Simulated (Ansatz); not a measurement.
```yaml
crystal:
  lattice:
    - [0.00000, 1.99729, 2.02940]
    - [1.99729, 0.00000, 2.02940]
    - [1.99729, 1.99729, 0.00000]
  atoms:
    - { symbol: Li, position: [0.00000, 0.00000, 0.00000] }
    - { symbol: F, position: [0.50000, 0.50000, 0.50000] }
```

The numbers are results of r2SCAN, rigid bands (plane waves, PAW, scalar-relativistic; Ansatz, a first-principles code), not measurements. Condition of this run: uniaxial stress along [001] of -1.2 GPa (compression positive) (the target of the relaxation). Cell: cell and atoms relaxed with PBEsol, then loaded as said.

Q: Predict the hole conductivity mass (n e² τ/σ) at 300 K, by direction if it differs.

A: 3.7 mₑ.

Q: Predict the electron conductivity mass (n e² τ/σ) at 300 K, by direction if it differs.

A: 0.89 mₑ.

Q: And the band gap?

A: 10.12 eV at this level; semilocal functionals usually fall short of the measured gap.

Rigid bands, one relaxation time for all states, no polarons. Spin-orbit coupling is left out. Geometry: cell and atoms relaxed with PBEsol.
